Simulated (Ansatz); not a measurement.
Defect: Sn vacancy in rutile SnO2, charge state -4. Level of theory: PBE, PAW (plane waves to 420 eV; Ansatz, a quantum-chemistry and plane-wave program).

Cell of 72 host sites held at the relaxed PBE lattice; one k-point at (0.250, 0.250, 0.250); Fermi-Dirac width 0.01 eV, spin-restricted; finite-size errors left in. No zero-point or tunnelling terms. The charge state is imposed; whether it is stable for some Fermi level was not computed. Forms of the defect that were not tried may lie lower.

Barriers: single points on a 2×2×2 k-point mesh shifted by half a step at the bands' geometries.

Relaxed starting cell (atoms counted from 1):

```
CELL_PARAMETERS angstrom
      9.65485     0.00000     0.00000
      0.00000     9.65485     0.00000
      0.00000     0.00000     9.71526
ATOMIC_POSITIONS crystal
  Sn 0.99964 0.00022 0.32480
  Sn 0.99975 0.00033 0.67623
  Sn 0.99971 0.50013 0.00054
  Sn 0.99968 0.50017 0.33424
  Sn 0.99979 0.50012 0.66681
  Sn 0.49974 0.00015 0.00054
  Sn 0.49967 0.00012 0.33424
  Sn 0.49978 0.00015 0.66682
  Sn 0.49973 0.50028 0.00052
  Sn 0.49971 0.50023 0.33316
  Sn 0.49972 0.50022 0.66791
  Sn 0.24588 0.24631 0.16342
  Sn 0.25025 0.25064 0.50043
  Sn 0.24593 0.24633 0.83754
  Sn 0.24594 0.75392 0.16803
  Sn 0.24723 0.75271 0.50052
  Sn 0.24602 0.75393 0.83295
  Sn 0.75328 0.24650 0.16809
  Sn 0.75211 0.24769 0.50052
  Sn 0.75345 0.24646 0.83301
  Sn 0.75361 0.75403 0.16353
  Sn 0.74929 0.74971 0.50057
  Sn 0.75370 0.75408 0.83761
  O  0.15783 0.15855 0.00046
  O  0.15511 0.15586 0.33531
  O  0.15514 0.15593 0.66558
  O  0.15697 0.64797 0.00053
  O  0.15842 0.64499 0.33731
  O  0.15847 0.64500 0.66373
  O  0.64729 0.15766 0.00056
  O  0.64418 0.15908 0.33739
  O  0.64441 0.15899 0.66375
  O  0.64881 0.64937 0.00053
  O  0.65322 0.65369 0.33242
  O  0.65313 0.65378 0.66877
  O  0.09545 0.40433 0.16837
  O  0.09404 0.40065 0.50047
  O  0.09543 0.40427 0.83273
  O  0.10318 0.89734 0.18104
  O  0.09563 0.90459 0.50051
  O  0.10317 0.89728 0.81998
  O  0.59781 0.40235 0.16861
  O  0.59595 0.40407 0.50056
  O  0.59773 0.40221 0.83244
  O  0.59564 0.90446 0.16835
  O  0.59939 0.90600 0.50053
  O  0.59570 0.90452 0.83275
  O  0.40385 0.09586 0.16831
  O  0.40003 0.09427 0.50053
  O  0.40392 0.09593 0.83272
  O  0.40172 0.59824 0.16865
  O  0.40352 0.59634 0.50050
  O  0.40163 0.59810 0.83242
  O  0.89605 0.10308 0.18103
  O  0.90376 0.09587 0.50046
  O  0.89629 0.10304 0.82019
  O  0.90388 0.59587 0.16835
  O  0.90546 0.59970 0.50059
  O  0.90392 0.59586 0.83269
  O  0.35051 0.35130 0.00052
  O  0.34638 0.34658 0.33225
  O  0.34628 0.34667 0.66862
  O  0.35205 0.84279 0.00047
  O  0.35503 0.84133 0.33732
  O  0.35511 0.84134 0.66372
  O  0.84242 0.35232 0.00052
  O  0.84095 0.35536 0.33736
  O  0.84101 0.35532 0.66373
  O  0.84188 0.84167 0.00062
  O  0.84433 0.84450 0.33544
  O  0.84429 0.84463 0.66569
```
Cell charge -4.

End state 1 differs by these moves (Å; atoms that move under 0.08 Å are left out):

| atom | element | Δx | Δy | Δz |
|---|---|---|---|---|
| 1 | Sn | 0.00 | 0.00 | -3.07 |
| 2 | Sn | 0.00 | 0.00 | -0.18 |
| 39 | O | 0.00 | 0.00 | -0.28 |
| 40 | O | 0.07 | -0.07 | 0.13 |
| 41 | O | -0.07 | 0.07 | 0.13 |
| 54 | O | 0.00 | 0.00 | -0.27 |
| 55 | O | -0.07 | 0.07 | 0.13 |
| 56 | O | 0.07 | -0.07 | 0.13 |

Problem. Give the forward and backward barriers to end state 1 at the level PBE, PAW.

Solution. forward 2.71 eV, backward 2.71 eV; at the saddle point atom 1 has neighbours 2 O at 1.89, O at 2.01, O at 2.23 Å. The saddle point's order was not checked, and it lies on a symmetry element of the cell, where a band can be held.

End state 2 differs by these moves (Å; atoms that move under 0.08 Å are left out):

```json
[
 {"atom": "1", "element": "Sn", "Δx": "-0.03", "Δy": "-0.03", "Δz": "0.10"},
 {"atom": "2", "element": "Sn", "Δx": "-0.02", "Δy": "-0.02", "Δz": "-0.08"},
 {"atom": "21", "element": "Sn", "Δx": "2.34", "Δy": "2.34", "Δz": "-1.58"},
 {"atom": "22", "element": "Sn", "Δx": "0.01", "Δy": "0.01", "Δz": "-0.08"},
 {"atom": "24", "element": "O", "Δx": "-0.06", "Δy": "-0.06", "Δz": "-0.01"},
 {"atom": "28", "element": "O", "Δx": "-0.04", "Δy": "0.09", "Δz": "-0.02"},
 {"atom": "29", "element": "O", "Δx": "-0.08", "Δy": "0.11", "Δz": "0.04"},
 {"atom": "31", "element": "O", "Δx": "0.10", "Δy": "-0.04", "Δz": "-0.02"},
 {"atom": "32", "element": "O", "Δx": "0.11", "Δy": "-0.08", "Δz": "0.04"},
 {"atom": "33", "element": "O", "Δx": "-0.02", "Δy": "-0.02", "Δz": "-0.13"},
 {"atom": "34", "element": "O", "Δx": "-0.06", "Δy": "-0.06", "Δz": "0.15"},
 {"atom": "39", "element": "O", "Δx": "-0.01", "Δy": "0.10", "Δz": "-0.13"},
 {"atom": "40", "element": "O", "Δx": "0.09", "Δy": "0.05", "Δz": "0.04"},
 {"atom": "41", "element": "O", "Δx": "0.02", "Δy": "0.12", "Δz": "0.11"},
 {"atom": "43", "element": "O", "Δx": "-0.04", "Δy": "-0.08", "Δz": "0.04"},
 {"atom": "44", "element": "O", "Δx": "-0.06", "Δy": "-0.07", "Δz": "-0.01"},
 {"atom": "52", "element": "O", "Δx": "-0.08", "Δy": "-0.05", "Δz": "0.04"},
 {"atom": "53", "element": "O", "Δx": "-0.07", "Δy": "-0.06", "Δz": "-0.01"},
 {"atom": "54", "element": "O", "Δx": "0.11", "Δy": "0.00", "Δz": "-0.13"},
 {"atom": "55", "element": "O", "Δx": "0.05", "Δy": "0.09", "Δz": "0.04"},
 {"atom": "56", "element": "O", "Δx": "0.12", "Δy": "0.03", "Δz": "0.11"},
 {"atom": "64", "element": "O", "Δx": "-0.09", "Δy": "0.05", "Δz": "-0.02"},
 {"atom": "67", "element": "O", "Δx": "0.05", "Δy": "-0.09", "Δz": "-0.02"},
 {"atom": "69", "element": "O", "Δx": "0.11", "Δy": "0.11", "Δz": "-0.13"},
 {"atom": "70", "element": "O", "Δx": "0.09", "Δy": "0.09", "Δz": "0.13"}
]
```

Problem. Predict the forward and backward barriers to end state 2 from PBE, PAW.

Solution. forward 2.69 eV, backward 2.69 eV; at the saddle point atom 21 has neighbours O at 1.86, O at 1.95, O at 2.13 Å. The saddle point's order was not checked.
